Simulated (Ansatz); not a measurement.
Step by step: formation energy of the neutral C_i in Si (diamond, Fd-3m)

This concerns the formation energy of the neutral C_i in Si (diamond, Fd-3m). Reaction: C (graphite) + 64 Si (diamond) → cell A.

A: a supercell of 64 sites of Si (diamond, Fd-3m) with C off the lattice sites (3 Si at 1.76–1.82 Å); spin state with PBE: run without spin.

Ansatz (an electronic-structure program) with PAW potentials; structures come from PBE+D3(BJ) relaxations, nuclei static, no net charge. Ansatz runs with its PAW set soft_1. Larger cells are relaxed from a start prepared with the learned potential CHGNet till forces fall under 0.03 eV/Å, which some starts already meet. Space groups of crystals are read within 0.01 Å. Mesh and cell size may move defect energies by 0.1 eV or more.

Total energies of the cells in eV, at zero smearing width. They compare only within one column; the weights balance every element.

```tsv
cell	atoms	weight	PBE+D3(BJ)
A: Si:C_i	65	+1	-40959.35824
C (graphite)	4	−1/4	-1004.33948
Si (diamond)	64	−1	-40711.74403
```

PBE+D3(BJ): (-40959.35824) − 1/4 × (-1004.33948) − (-40711.74403) = 3.471 eV.

What follows from the PBE+D3(BJ) value: With the reservoirs of the reaction as written, and without entropy terms or charged states, the share of sites that hold the defect in equilibrium is exp(−3.47 eV/k_BT) = 3.3×10^-18 at 1000 K.
